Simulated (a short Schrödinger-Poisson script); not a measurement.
Structure: symmetric double-gate stack, SiO2 on p-type Si(111), at 400 K.

| layer | material | thickness (nm) | Na (cm⁻³) |
|---|---|---|---|
| 1 | SiO2 | 3.6 | - |
| 2 | Si | 6 | 1e15 |
| 3 | SiO2 | 3.6 | - |

Constants are typed, rounded textbook-type inputs, not results; the design itself was drawn at random and stands for no fabricated device. SiO2: permittivity 3.9, conduction-band edge (eV) 3.15, gap (eV) 9, electron mass (mₑ) 0.5. Si: permittivity 11.7, conduction-band edge (eV) 0, gap (eV) 1.124, Nv at 300 K (cm⁻³) 3.1e19.

Channel valleys (confinement mass, in-plane density-of-states mass, number): Δ6 0.258, 0.358, 6. At the gates, both at one voltage, the conduction-band edge of layer 1 lies 3.58 eV − eVg above the Fermi level of the channel. Gaps are held at their typed values at every temperature. Mesh 0.03 nm at interfaces.

From a short Schrödinger-Poisson script (our own, NumPy): 1D Poisson equation in equilibrium, electrons classical, Fermi-Dirac, parabolic valleys, classical holes, full ionisation, no traps, pinning or gate leakage.

The same stack at other levels of the model or other numerical settings:

| run | sheet density of all electrons at Vg = 2.7 V (cm⁻²) | sheet density of all electrons at Vg = 0.9 V (cm⁻²) | capacitance of both gates at Vg = 2.7 V (μF/cm²) | rough cost against the base |
|---|---|---|---|---|
| base | 2.58e13 | 5.80e12 | 1.81 | about 1 |
| electrons treated as classical, Boltzmann | 2.62e13 | 5.84e12 | … | 0.4 |
| electrons treated as quantum, Hartree | 2.41e13 | … | … | 7 |
| mesh six times as coarse | 2.56e13 | 5.76e12 | 1.80 | 0.3 |

Q: What belongs in the gaps?

A: 
- electrons treated as classical, Boltzmann, capacitance of both gates at Vg = 2.7 V (μF/cm²): 1.86
- electrons treated as quantum, Hartree, capacitance of both gates at Vg = 2.7 V (μF/cm²): 1.73
- electrons treated as quantum, Hartree, sheet density of all electrons at Vg = 0.9 V (cm⁻²): 5.22e12

The classical rows ignore confinement, and Boltzmann statistics overrate the density once the band edge passes the Fermi level.
